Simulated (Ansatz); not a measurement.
TiS2, thickness series

Take TiS2 in the CdI2 type structure (space group P-3m1, No. 164; layered, stacked along the Cartesian z axis) as the base.

```yaml
crystal:
  lattice:
    - [3.36059, 0.00000, 0.00000]
    - [-1.68029, 2.91036, 0.00000]
    - [0.00000, 0.00000, 5.52244]
  atoms:
    - { symbol: Ti, position: [0.00000, 0.00000, 0.00000] }
    - { symbol: S, position: [0.33333, 0.66667, 0.25857] }
    - { symbol: S, position: [0.66667, 0.33333, 0.74143] }
```

Free-standing slabs (3 atom(s) a layer) normal to the stacking axis with 15 Å of vacuum; in-plane cell relaxed.

All numbers come from Kohn–Sham DFT with the PBE-D3(BJ) functional, run in Ansatz (a quantum-chemistry and plane-wave program) with PAW and 420 eV plane waves, no SOC.

Notes on the quantities. excess energy per area of both faces: slab less bulk energy over the cell's area: twice a surface energy; uncertain by up to 0.1 J/m².

```json
[
 {"variant": "base", "thickness between the outermost nuclei": "–", "excess energy per area of both faces": "–", "in-plane lattice parameter a": "3.361 Å", "shortest interatomic distance": "2.409 Å"},
 {"variant": "1 layer", "thickness between the outermost nuclei": "2.86 Å", "excess energy per area of both faces": "0.53 J/m²", "in-plane lattice parameter a": "3.372 Å", "shortest interatomic distance": "2.415 Å"},
 {"variant": "2 layers", "thickness between the outermost nuclei": "8.44 Å", "excess energy per area of both faces": "0.6 J/m²", "in-plane lattice parameter a": "3.366 Å", "shortest interatomic distance": "2.410 Å"},
 {"variant": "3 layers", "thickness between the outermost nuclei": "13.99 Å", "excess energy per area of both faces": "0.6 J/m²", "in-plane lattice parameter a": "3.363 Å", "shortest interatomic distance": "2.409 Å"}
]
```

The excess energy carries the mismatch between the slab's and the bulk's meshes. No phonon test of stability was made. All final runs are without spin polarisation.
